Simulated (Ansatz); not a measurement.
The reference is C (space group I4/mmm, No. 139; a = 4.356 Å, c = 2.499 Å; a model cell, its experimental status unchecked). Axes: x, y, z lie along a, b, c of the conventional cell.

The change: uniaxial stress, 2 GPa compression along z, with the cell and atoms free to relax against it.

Levels (all Ansatz, an electronic-structure program, PAW): PBEsol (420 eV, no spin-orbit coupling); HSE06 (420 eV, no spin-orbit coupling).

The geometry is relaxed with PBEsol.

| Quantity | Value |
|---|---|
| PBEsol lowest conduction level above the VBM at special points | N 4.37 eV; Γ 4.42 eV; M 4.72 eV |

Problem. What does HSE06 give at this geometry for the lowest conduction level above the VBM at special points?

Solution. The lowest conduction level above the VBM at special points changes from N 4.37 eV; Γ 4.42 eV; M 4.72 eV to N 5.68 eV; Γ 5.81 eV; M 6.00 eV.

Single points use the geometry relaxed with PBEsol. HSE06 was sampled on its mesh, a few special points and the semilocal edge points, so its gap is an upper bound. The levels and masses belong to the bands next to the band gap. Load acts through the strain it causes; cell and atoms are relaxed under it. Stability under load was not tested beyond the relaxation. This is not the structure that C has at room temperature and ambient pressure.
